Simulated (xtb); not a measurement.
xtb 6.7.1, GFN1-xTB: COc1ccc(-c2cc3sc(-c4ccc(C)o4)cc3s2)o1, 33 atoms. The geometry is a generated start, not checked to be a minimum at this level.

```json
{
  "run_flags": "--grad",
  "method": "GFN1-xTB",
  "--acc": "1 (default)",
  "--etemp (K)": "300 (default)",
  "basis_functions": "120",
  "valence_electrons": "106"
}
```

One run each on 1 thread. Values of broydamp tried: 0.02, 0.05, 0.1, 0.2, 0.4 (default), 0.6, 0.8, 1.

**Question.** Which value of broydamp needs the fewest SCC iterations, and what happens away from it?

**Answer.** Fewest SCC iterations, within one of each other: 0.2 with 12, 0.4 (default) with 11. The count rises to 19 at 0.02. All converge to one solution.

```json
[
 {"broydamp": "0.02", "SCC iterations": "19", "end": "same solution"},
 {"broydamp": "0.05", "SCC iterations": "17", "end": "same solution"},
 {"broydamp": "0.1", "SCC iterations": "15", "end": "same solution"},
 {"broydamp": "0.2", "SCC iterations": "12", "end": "same solution"},
 {"broydamp": "0.4 (default)", "SCC iterations": "11", "end": "same solution"},
 {"broydamp": "0.6", "SCC iterations": "13", "end": "same solution"},
 {"broydamp": "0.8", "SCC iterations": "13", "end": "same solution"},
 {"broydamp": "1", "SCC iterations": "15", "end": "same solution"}
]
```
